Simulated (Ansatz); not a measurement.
## Point defect N vacancy (broken-bond start) in wurtzite GaN

Computed with PBE, PAW (plane waves to 420 eV; Ansatz, a program for electronic structure). A supercell of 192 sites (4×2×3 repeats of a cell of 8 atoms) was used; the energies come from a 2×2×2 shifted sampling of its zone. Sites at the start: the N site; a neighbour pushed 0.95 Å away from the vacancy, along c. Finite-size correction: monopole term and site-potential alignment. Dielectric constants: PBE linear response of the host. Host gap at this level: 1.71 eV. These values are not converged in cell size to better than tenths of an eV. The semilocal functional narrows the gap, so deep levels can fall outside it. Spin–orbit coupling is left out. Each state is the lowest found from its start.

Formation energies E_f are given with the Fermi level at the valence-band maximum. Chemical conditions: Ga-rich (Δμ(N) = -0.88 eV; only phases computed here count, gases as isolated molecules at 0 K); N-rich (Δμ(N) = 0.00 eV; only phases computed here count, gases as isolated molecules at 0 K). Reference phases: N: N2 molecule in a box.

Charges with a result: +2, +1, 0. Others weren't obtained, and one of them could lie lower, also by skipping a charge.

```json
[
 {"charge": "+2*", "moment (μB)": "quenched", "largest move off a lattice site (Å)": "0.06", "image correction with alignment (eV)": "–", "E_f, Ga-rich (eV)": "–", "E_f, N-rich (eV)": "–"},
 {"charge": "+1", "moment (μB)": "not spin-polarised", "largest move off a lattice site (Å)": "0.07", "image correction with alignment (eV)": "0.09", "E_f, Ga-rich (eV)": "0.53", "E_f, N-rich (eV)": "1.41"},
 {"charge": "0*", "moment (μB)": "quenched", "largest move off a lattice site (Å)": "0.03", "image correction with alignment (eV)": "–", "E_f, Ga-rich (eV)": "–", "E_f, N-rich (eV)": "–"}
]
```

* At this level the carrier isn't localised at the defect: at charge +2 holes occupy the valence band; at charge 0 electrons occupy the conduction band. Such a state is shallow or no state of the defect, and this cell gives it no level.

Starting moments that weren't kept: charge +2 began with 1 μB and ended with 0.0; charge 0 began with 1 μB and ended with 0.0.

No other site or start that was run ended lower by more than 0.1 eV.

Flagged in the runs: a doubtful potential alignment, a host whose relaxation on this sampling wasn't shown to rest.
